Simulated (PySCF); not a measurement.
PySCF 2.14.0, WB97X/def2-tzvp, df: Zr(NH)(Cl)2 ([NH]=[Zr]([Cl])[Cl]), 5 atoms. The geometry is a generated start, not checked to be a minimum at this level.

| Quantity | Value |
|---|---|
| task | energy |
| method | wb97x |
| basis | def2-tzvp |
| two-electron scheme | density fitting |
| mol.max_memory | 3000 MB |
| mf.max_cycle | 100 |
| mf.conv_tol | 1e-09 (default) |
| mf.grids.level | 3 (default) |
| effective core potentials | those of the basis set, past Kr |
| basis functions | 151 |
| grid points | 83864 |

```xyz
5

Zr     0.1809     0.3509     0.1685
N     -0.4471    -1.1841    -0.6299
H     -0.8083    -2.0199    -1.0930
Cl     1.4695     0.3941     2.0565
Cl    -0.3949     2.4591    -0.5020
```

Charge 0 and multiplicity 1 are set for this test and not shown to be the ground state.

With the defaults (mf.diis = true, mf.diis_damp = 0, mf.diis_space = 8, mf.init_guess = minao, mf.damp = 0, mf.diis_start_cycle = 1, mf.level_shift = 0, mf.DIIS = CDIIS) it converges in 15 Fock builds. One run each on 2 threads, 1 BLAS thread, with these changes:
- mf.damp = 0.3, mf.diis_start_cycle = 4
- mf.diis_damp = 0.3
- mf.diis = false
- mf.diis_space = 20
- mf.init_guess = 1e
- mf.level_shift = 0.1 Hartree
- mf.DIIS = ADIIS
- mf.init_guess = huckel
- mf.init_guess = mod_huckel

**Question.** Which of these changes keep the SCF from converging, or lead it to another solution?

**Answer.** No convergence: mf.diis = false (the run ends without SCF convergence in 100 cycles). The rest reach the solution of the defaults.

| setting | Fock builds | end |
|---|---|---|
| mf.diis_space = 20 | 14 | same solution |
| the defaults | 15 | same solution |
| mf.diis_damp = 0.3 | 15 | same solution |
| mf.damp = 0.3, mf.diis_start_cycle = 4 | 15 | same solution |
| mf.init_guess = mod_huckel | 16 | same solution |
| mf.level_shift = 0.1 Hartree | 16 | same solution |
| mf.init_guess = huckel | 17 | same solution |
| mf.DIIS = ADIIS | 20 | same solution |
| mf.init_guess = 1e | 25 | same solution |
| mf.diis = false | 101 | no convergence |
